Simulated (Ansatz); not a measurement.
Given:

```xyz
2
Lattice="3.0809 0.0000 0.0000 1.5404 2.6681 0.0000 0.0000 0.0000 5.1968" Properties=species:S:1:pos:R:3 pbc="T T T"
Zr     3.0809     1.7788     3.8976
Zr     1.5404     0.8894     1.2992
```

No spin polarisation.

The values are results of Ansatz (a first-principles code), LDA, PAW, cutoff 420 eV, without spin-orbit coupling, not measurements. Settings: 21×21×12 k-points, 0.1 eV Fermi–Dirac smearing.

Predict the band gap, space group and pressure.

The band gap is zero, the space group is P6_3/mmc (No. 194) and the pressure (mean of the normal stresses, compression positive) is 1.8 GPa.

The cells carry an imposed strain or load. Stability against distortions was not tested. All final runs are without spin polarisation. The cell was made from Zr in the hcp (Mg type) structure (space group P6_3/mmc, No. 194) by this change: biaxial strain −2.00 %, plane normal [001], relaxed out of plane.
